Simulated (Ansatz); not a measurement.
Take Cu in the fcc (Cu type) structure (space group Fm-3m, No. 225; a = 3.564 Å; relaxed with 0.1 eV smearing) as the base. Axes: x, y, z lie along the cube axes.

All numbers come from Ansatz (an electronic-structure program), PBEsol, PAW, cutoff 420 eV, no spin-orbit coupling.

For the base:

The pressure is 0.0 GPa.

Perturbation: compressive biaxial strain of 2.50 % in the plane normal to [111], as in epitaxy on a mismatched substrate; the out-of-plane cell vector and the atoms relax.

**Question.** Estimate the effect on the pressure, energy relative to the base and ratio −ε⊥/ε∥.

**Answer.** The pressure (mean of the normal stresses, compression positive) goes from zero to 6.4 GPa; the energy goes up by 16 meV/atom; the ratio −ε⊥/ε∥ is 0.71.

Whether these cells are dynamically stable was not tested. The final runs are not spin-polarised.
